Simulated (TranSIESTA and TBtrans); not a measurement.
Run with TranSIESTA and TBtrans (open boundaries, self-consistent; PseudoDojo norm-conserving potentials, scalar-relativistic): PAO.BasisSize DZP, PAO.EnergyShift 0.15 eV, XC.Authors PBE, Mesh.Cutoff 200 Ry, ElectronicTemperature 300 K, TS.Voltage 0.0 eV, TBT.Elecs.Eta 0.001 eV, no spin polarisation.

Junction: Ga chain with one bond stretched by 0.6 Å. Leads: straight Ga chain, spacing 2.55 Å. Geometry: as built, not relaxed.

**Question.** Predict: conductance at 300 K (G0 = 2e²/h); mean T from −0.5 to 0.5 eV.

**Answer.** conductance at 300 K (G0 = 2e²/h): 2.43; mean T from −0.5 to 0.5 eV: 1.84. The straight chain is held at its spacing; free chains may zigzag or dimerise. No spin-polarised start was tried, so a magnetic state, if there is one, is missed.
